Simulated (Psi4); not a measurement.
Psi4 1.11, PBE/def2-svp: V(NH)(F)2(OMe) (C[O][V](=[NH])([F])[F]), 10 atoms. The geometry is a generated start, not checked to be a minimum at this level.

| Quantity | Result |
|---|---|
| task | energy |
| method | pbe |
| basis | def2-svp |
| memory | 3 GB |
| maxiter | 100 |
| keys of the molecule block | symmetry c1 |
| scf_type | df (default) |
| guess | auto, which took SAD (default) |
| scf_initial_accelerator | adiis (default) |
| e_convergence | 1e-06 (default) |
| d_convergence | 1e-06 (default) |
| dft_radial_points | 75 (default) |
| dft_spherical_points | 302 (default) |
| basis functions | 121 |
| grid points | 216502 |

```xyz
10

V     -1.1083     0.2235     0.5623
N     -1.6383    -1.1262    -0.1088
H     -1.9220    -1.9885    -0.5686
F     -1.2797    -0.0242     2.2016
F     -2.0771     1.4254    -0.0632
O      0.4256     0.4646     0.1653
C      1.6506     0.2914    -0.4251
H      1.8029    -0.7721    -0.6537
H      1.6969     0.8673    -1.3598
H      2.4493     0.6389     0.2499
```

Charge 0 and multiplicity 1 are set for this test and not shown to be the ground state.

One run each on 2 threads. Values of diis_max_vecs tried: 3, 6, 10 (default), 20.

Task: Predict the course of the SCF iterations along this series.

Result: Fewest SCF iterations, within one of each other: 10 (default) with 13, 20 with 13. The count rises to 93 at 3. All converge to one solution.

| diis_max_vecs | SCF iterations | end |
|---|---|---|
| 3 | 93 | same solution |
| 6 | 15 | same solution |
| 10 (default) | 13 | same solution |
| 20 | 13 | same solution |
